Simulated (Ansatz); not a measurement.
```
GaSb
1.0
    0.00000     3.06570     3.06570
    3.06570     0.00000     3.06570
    3.06570     3.06570     0.00000
Sb Ga
1 1
Direct
  0.25000   0.25000   0.25000
  0.00000   0.00000   0.00000
```

 Spin-orbit coupling is not included.

List the harmonic phonon frequencies (cm⁻¹; finite displacements on a 6×6×6 mesh, DFT at the r2SCAN level (Ansatz, a first-principles code), k mesh 6×6×6) at q = (0.000, 0.167, -0.333), (0.000, 0.000, -0.500), (0.000, 0.167, 0.167), in fractions of this cell's reciprocal vectors. At Γ leave out the LO-TO shift.


- (0.000, 0.167, -0.333): 54, 72, 131, 195, 211, 218
- (0.000, 0.000, -0.500): 46, 46, 156, 200, 215, 215
- (0.000, 0.167, 0.167): 43, 43, 70, 215, 215, 231
